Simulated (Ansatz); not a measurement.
System: B-vacancy pair (B on one host C site, one C site vacant) in 3C silicon carbide (charge state +1). Level of theory: PBE, PAW (plane waves to 420 eV; Ansatz, a quantum-chemistry and plane-wave program).

Settings: 64 host sites, the relaxed PBE lattice, a 2×2×2 k-point mesh shifted by half a step, smearing 0.01 eV, spin-restricted, no image-charge correction. No zero-point or tunnelling terms. The charge state is imposed; whether it is stable for some Fermi level was not computed. Forms of the defect that were not tried may lie lower.

Barriers: single points on a 3×3×3 k-point mesh shifted by half a step at the bands' geometries.

Relaxed starting cell (atoms counted from 1):

```yaml
crystal:
  lattice:
    - [8.76000, 0.00000, 0.00000]
    - [0.00000, 8.76000, 0.00000]
    - [0.00000, 0.00000, 8.76000]
  atoms:
    - { symbol: Si, position: [0.99946, 0.99922, 0.00147] }
    - { symbol: Si, position: [0.99643, 0.99999, 0.50098] }
    - { symbol: Si, position: [0.99499, 0.50500, 0.99597] }
    - { symbol: Si, position: [0.99947, 0.49949, 0.50174] }
    - { symbol: Si, position: [0.50075, 0.99980, 0.99842] }
    - { symbol: Si, position: [0.49895, 0.00001, 0.50095] }
    - { symbol: Si, position: [0.50088, 0.50037, 0.00060] }
    - { symbol: Si, position: [0.50074, 0.50254, 0.50116] }
    - { symbol: B, position: [0.12845, 0.12766, 0.37326] }
    - { symbol: C, position: [0.12318, 0.12653, 0.87691] }
    - { symbol: C, position: [0.12319, 0.62405, 0.37442] }
    - { symbol: C, position: [0.12575, 0.62403, 0.87692] }
    - { symbol: C, position: [0.62397, 0.12523, 0.37573] }
    - { symbol: C, position: [0.62469, 0.12531, 0.87550] }
    - { symbol: C, position: [0.62470, 0.62547, 0.37565] }
    - { symbol: C, position: [0.62472, 0.62529, 0.87568] }
    - { symbol: Si, position: [0.98563, 0.24141, 0.25960] }
    - { symbol: Si, position: [0.99941, 0.25066, 0.74928] }
    - { symbol: Si, position: [0.99943, 0.75169, 0.25030] }
    - { symbol: Si, position: [0.99871, 0.75021, 0.75076] }
    - { symbol: Si, position: [0.50025, 0.25045, 0.25052] }
    - { symbol: Si, position: [0.50082, 0.24890, 0.75076] }
    - { symbol: Si, position: [0.50082, 0.75021, 0.25206] }
    - { symbol: Si, position: [0.49979, 0.75064, 0.75031] }
    - { symbol: C, position: [0.12478, 0.37775, 0.62809] }
    - { symbol: C, position: [0.12477, 0.87286, 0.12320] }
    - { symbol: C, position: [0.12399, 0.87420, 0.62676] }
    - { symbol: C, position: [0.62432, 0.37556, 0.12539] }
    - { symbol: C, position: [0.62432, 0.37587, 0.62633] }
    - { symbol: C, position: [0.62432, 0.87463, 0.12508] }
    - { symbol: C, position: [0.62458, 0.87519, 0.62576] }
    - { symbol: Si, position: [0.25145, 0.99680, 0.24805] }
    - { symbol: Si, position: [0.25082, 0.99999, 0.74958] }
    - { symbol: Si, position: [0.25779, 0.50751, 0.25746] }
    - { symbol: Si, position: [0.24924, 0.50112, 0.75021] }
    - { symbol: Si, position: [0.74822, 0.99894, 0.25182] }
    - { symbol: Si, position: [0.74906, 0.00030, 0.75089] }
    - { symbol: Si, position: [0.74736, 0.50106, 0.25076] }
    - { symbol: Si, position: [0.74962, 0.50147, 0.75046] }
    - { symbol: C, position: [0.37646, 0.12558, 0.12435] }
    - { symbol: C, position: [0.37663, 0.12599, 0.62795] }
    - { symbol: C, position: [0.37434, 0.62482, 0.12396] }
    - { symbol: C, position: [0.37448, 0.62552, 0.62590] }
    - { symbol: C, position: [0.87150, 0.12565, 0.12236] }
    - { symbol: C, position: [0.87256, 0.12540, 0.62761] }
    - { symbol: C, position: [0.87523, 0.62417, 0.12691] }
    - { symbol: C, position: [0.87470, 0.62514, 0.62571] }
    - { symbol: Si, position: [0.25783, 0.24350, 0.99343] }
    - { symbol: Si, position: [0.25144, 0.25286, 0.50415] }
    - { symbol: Si, position: [0.24924, 0.75074, 0.99984] }
    - { symbol: Si, position: [0.25081, 0.75137, 0.50095] }
    - { symbol: Si, position: [0.74736, 0.25021, 0.99991] }
    - { symbol: Si, position: [0.74821, 0.24915, 0.50201] }
    - { symbol: Si, position: [0.74961, 0.75050, 0.99948] }
    - { symbol: Si, position: [0.74906, 0.75006, 0.50066] }
    - { symbol: C, position: [0.37642, 0.37657, 0.37538] }
    - { symbol: C, position: [0.37436, 0.37701, 0.87613] }
    - { symbol: C, position: [0.37661, 0.87302, 0.37497] }
    - { symbol: C, position: [0.37450, 0.87506, 0.87545] }
    - { symbol: C, position: [0.87150, 0.37862, 0.37533] }
    - { symbol: C, position: [0.87522, 0.37405, 0.87680] }
    - { symbol: C, position: [0.87256, 0.87334, 0.37556] }
    - { symbol: C, position: [0.87469, 0.87526, 0.87582] }
```
Cell charge +1.

End state 1 differs by these moves (Å; atoms that move under 0.08 Å are left out):

```tsv
atom	element	Δx	Δy	Δz
9	B	0.00	2.15	-2.15
17	Si	0.00	0.16	-0.16
```

Q: What forward and backward barriers to end state 1 does PBE, PAW give?

A: forward 3.82 eV, backward 3.82 eV; at the saddle point atom 9 has neighbours Si at 1.86, 2 Si at 2.14, 2 Si at 2.27 Å. The check of the saddle point's order was inconclusive, and it lies on a symmetry element of the cell, where a band can be held.

End state 2 differs by these moves (Å; atoms that move under 0.08 Å are left out):

```
atom  element     Δx     Δy     Δz
----  -------  -----  -----  -----
3          Si   0.11   0.04   0.10
17         Si   0.11   0.09  -0.08
18         Si   0.08  -0.09  -0.08
34         Si  -0.07  -0.06  -0.06
39         Si  -0.06   0.05  -0.06
48         Si  -0.06   0.06   0.06
52         Si  -0.06  -0.07   0.07
61          C   2.17   0.02   2.15
```

Q: Estimate the forward and backward barriers to end state 2 that PBE, PAW returns for this input.

A: forward 5.16 eV, backward 4.77 eV; at the saddle point atom 61 has neighbours Si at 1.79, Si at 2.14, Si at 2.18, Si at 2.26, Si at 2.29 Å. The program found a first-order saddle point.

End state 3 differs by these moves (Å; atoms that move under 0.08 Å are left out):

| atom | element | Δx | Δy | Δz |
|---|---|---|---|---|
| 7 | Si | 0.05 | 0.06 | 0.06 |
| 17 | Si | 0.10 | 0.08 | -0.08 |
| 22 | Si | 0.07 | -0.06 | -0.07 |
| 34 | Si | -0.07 | -0.07 | -0.05 |
| 35 | Si | -0.06 | 0.07 | -0.06 |
| 48 | Si | -0.16 | -0.02 | 0.15 |
| 57 | C | -2.18 | 0.02 | 2.16 |

Q: Give the forward and backward barriers to end state 3 at the level PBE, PAW.

A: forward 5.00 eV, backward 4.61 eV; at the saddle point atom 57 has neighbours Si at 1.80, 2 Si at 2.19, Si at 2.23, Si at 2.25 Å. The program found a first-order saddle point.

End state 4 differs by these moves (Å; atoms that move under 0.08 Å are left out):

```
atom  element     Δx     Δy     Δz
----  -------  -----  -----  -----
3          Si  -0.03  -0.10   0.10
12          C   0.00  -2.15   2.15
17         Si   0.09   0.09  -0.09
20         Si  -0.06   0.06  -0.06
34         Si  -0.07  -0.06  -0.05
35         Si   0.07  -0.06  -0.05
48         Si  -0.07   0.05   0.06
50         Si   0.07   0.06   0.06
```

Q: Predict the forward and backward barriers to end state 4 from PBE, PAW.

A: forward 4.90 eV, backward 4.74 eV; at the saddle point atom 12 has neighbours Si at 1.80, 2 Si at 2.17, 2 Si at 2.26 Å. The program found a first-order saddle point.
